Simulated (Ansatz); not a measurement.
The starting structures come from a database of crystals and need not be the phases stable at ambient conditions.

The decay constant κ of evanescent states in the gap governs leakage through a thin film.

Here is the system:

```xyz
16
Lattice="3.9435 0.0000 0.0000 0.0000 7.7811 0.0000 0.0133 0.0000 7.5393" Properties=species:S:1:pos:R:3 pbc="T T T"
W      0.2162     5.5694     1.9209
W      3.7406     2.2117     5.6185
W      3.7340     1.6788     1.8488
W      0.2229     6.1022     5.6905
O      0.0143     0.1042     5.6600
O      3.9426     7.6769     1.8793
O      3.9493     3.9947     5.6490
O      0.0076     3.7864     1.8903
O      3.9453     1.9484     3.7578
O      0.0115     5.8327     3.7815
O      0.0049     5.8389     0.0118
O      3.9520     1.9422     7.5275
O      1.9570     2.0998     5.6491
O      1.9998     5.6813     1.8903
O      2.0065     5.9903     5.6599
O      1.9504     1.7907     1.8794
```

Space group of this cell: P2_1/c. The cell is taken as given; by PBEsol its mean pressure is -7.3 GPa.

Transport runs along the normal of the first two printed cell vectors.

The gap is the functional's own. No spin-orbit coupling. Mid-gap values are interpolated on the energy grid.

Question: State the band gap and the smallest decay constant κ at mid-gap according to PBEsol run with Ansatz (an electronic-structure program).

Answer: Gap 1.39 eV on a 8×4×4 mesh; κ = 0.176 1/Å, at the zone centre.
